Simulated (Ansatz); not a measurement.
# Effect of isotropic strain +2.50 % on ZnSe

The reference is ZnSe in the zinc blende structure (space group F-43m, No. 216; a = 5.5675 Å).

Perturbation: every lattice vector is stretched by 2.50 %; the atoms relax in the strained cell.

Calculations: LDA/PAW in Ansatz (a quantum-chemistry and plane-wave program), scalar-relativistic without spin-orbit coupling. k-mesh 10×10×10 (Γ-centred); smearing 0.05 eV (Fermi–Dirac).

```tsv
quantity	base	changed	shift
volume per atom	21.57 Å³	23.23 Å³	+1.66 Å³
space group	F-43m (No. 216)	F-43m (No. 216)	–
shortest interatomic distance	2.411 Å	2.471 Å	+0.060 Å
energy relative to the base (free energy F)	0 meV/atom	+25 meV/atom	+25 meV/atom
pressure	0.00 GPa	-4.49 GPa	-4.485 GPa
band gap	1.25 eV	0.95 eV	-0.30 eV
gap character	direct at Γ	direct at Γ	–
mean gap deformation potential ΔEg/Δln V	–	-4.0 eV	–
width of the top valence band	2.96 eV	2.60 eV	-0.36 eV
electron mass	0.090 mₑ (at Γ)	0.074 mₑ (at Γ)	–
hole mass (degenerate bands, along [100])	0.094, 0.55, 0.55 mₑ (at Γ)	0.077, 0.60, 0.60 mₑ (at Γ)	–
valley order (the lowest conduction-band minima on the path, energy above the VBM, named in the base's zone)	Γ 1.25 eV; L along ⟨111⟩ 2.45 eV; X along ⟨100⟩ 2.69 eV	Γ 0.95 eV; L along ⟨111⟩ 2.32 eV; X along ⟨100⟩ 2.86 eV	–
```

Masses are band curvatures over ±0.01 Å⁻¹ around the edge. Stability against distortions was not tested.
